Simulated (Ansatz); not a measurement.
System: A15 V3Si (cubic form, which distorts at low temperature). Method: PBE-D4 in Ansatz (plane waves, PAW).

Total energies, extrapolated to zero smearing (they compare only within this program, potentials and cutoff):

```
system                                                             energy (eV/atom)
-----------------------------------------------------------------  ----------------
A15 V3Si (cubic form, which distorts at low temperature), relaxed        -2344.1177
bcc V                                                                    -2912.7443
diamond-structure Si                                                      -636.1396
```

Task: Work out the enthalpy of formation per atom.

Result: ΔH_f ≈ ΔE = -2344.1177 − [3 × (-2912.7443) + 1 × (-636.1396)]/4 = -0.525 eV/atom (0 K, no vibrations). The reference value is -0.481 ± 0.02 eV/atom (measured, 298 K, copied from a table, unchecked, no zero-point or thermal correction; as tabulated in Wang et al. (2021), doi:10.1038/s41598-021-94550-5), a difference of -0.044 eV/atom.

The PAW data were made under PBE.

Note: symmetry holds this phase in the static calculation, where it need not be a minimum.

Ansatz is a first-principles code.
